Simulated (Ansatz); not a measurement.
PbSnS3 (Pnma, No. 62, 20 atoms in the cell; start mp-1188095)

Level of theory: LDA in Ansatz (PAW).

Settings: plane-wave cutoff 520 eV, 4×10×4 k mesh (along the axes of the cell as run), Fermi–Dirac smearing 0.01 eV, scalar-relativistic PAW data made under PBE.

Cell (relaxed with PBE-D3(BJ)):

```cif
data_Pb4S12Sn4
_chemical_formula_sum 'Sn4 Pb4 S12'
_space_group_name_H-M_alt 'Pnma'
_space_group_IT_number 62
_space_group_name_Hall '-P 2ac 2n'
_cell_length_a 8.60147
_cell_length_b 3.82076
_cell_length_c 14.02740
_cell_angle_alpha 90.000
_cell_angle_beta 90.000
_cell_angle_gamma 90.000
loop_
_space_group_symop_operation_xyz
  'x, y, z'
  '-x, -y, -z'
  '-x+1/2, -y, z+1/2'
  'x+1/2, y, -z+1/2'
  'x+1/2, -y+1/2, -z+1/2'
  '-x+1/2, y+1/2, z+1/2'
  '-x, y+1/2, -z'
  'x, -y+1/2, z'
loop_
_atom_site_label
_atom_site_type_symbol
_atom_site_symmetry_multiplicity
_atom_site_Wyckoff_symbol
_atom_site_fract_x
_atom_site_fract_y
_atom_site_fract_z
_atom_site_occupancy
Sn1 Sn 4 c 0.17044 0.25000 0.05405 1
Pb1 Pb 4 c 0.02038 0.75000 0.32560 1
S1 S 4 c 0.02040 0.25000 0.89338 1
S2 S 4 c 0.15433 0.25000 0.49310 1
S3 S 4 c 0.29089 0.25000 0.21592 1
```

```yaml
band_gap: 0.70 eV
smallest_direct_gap_on_the_k_points_sampled: 0.72 eV
direct gap at Γ: 1.11 eV
```

Note: cell and atoms aren't relaxed at this level (pressure -2.6 GPa).

Spin–orbit coupling is not included; with these elements it can move the gap by several tenths of an eV or more.

The computed numbers hold no vibrational or temperature effects.

A start named mp-… is a Materials Project structure, which need not be a measured phase.

Ansatz is a first-principles code.
